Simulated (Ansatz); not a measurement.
TaSnO₃ (model structure, started from the PbTiO3 type, P4mm, No. 99, 5 atoms in the cell) was calculated with LDA (plane waves, PAW; Ansatz, a quantum-chemistry and plane-wave program).

Run with plane-wave cutoff 520 eV, 14×14×12 k mesh (along the axes of the cell as run), Fermi–Dirac smearing 0.05 eV, scalar-relativistic PAW data made under PBE.

Cell (relaxed at this level):

```cif
data_O3SnTa
_chemical_formula_sum 'Ta1 Sn1 O3'
_space_group_name_H-M_alt 'P 1'
_space_group_IT_number 1
_cell_length_a 4.01312
_cell_length_b 4.01312
_cell_length_c 3.98605
_cell_angle_alpha 90.000
_cell_angle_beta 90.000
_cell_angle_gamma 90.000
loop_
_space_group_symop_operation_xyz
  'x, y, z'
loop_
_atom_site_label
_atom_site_type_symbol
_atom_site_fract_x
_atom_site_fract_y
_atom_site_fract_z
_atom_site_occupancy
Ta1 Ta 0.50000 0.50000 0.53292 1
Sn1 Sn 0.00000 0.00000 0.10472 1
O1 O 0.00000 0.50000 0.51249 1
O2 O 0.50000 0.00000 0.51249 1
O3 O 0.50000 0.50000 0.02757 1
```

What does this level give for the bulk modulus?


- bulk modulus = 175 GPa

The run finds no gap.

Note: the bulk modulus is −V dP/dV from two relaxed cells at ±2 % in volume; the relaxation could raise the start's symmetry but not lower it, so the cell can be a saddle point.

Spin–orbit coupling is not included; it can open a gap where bands touch, and shift volumes and moduli.

A model structure was made by putting elements into a prototype or built by hand; it is no filed structure, need not be a known phase, and can be a saddle point held by its symmetry.
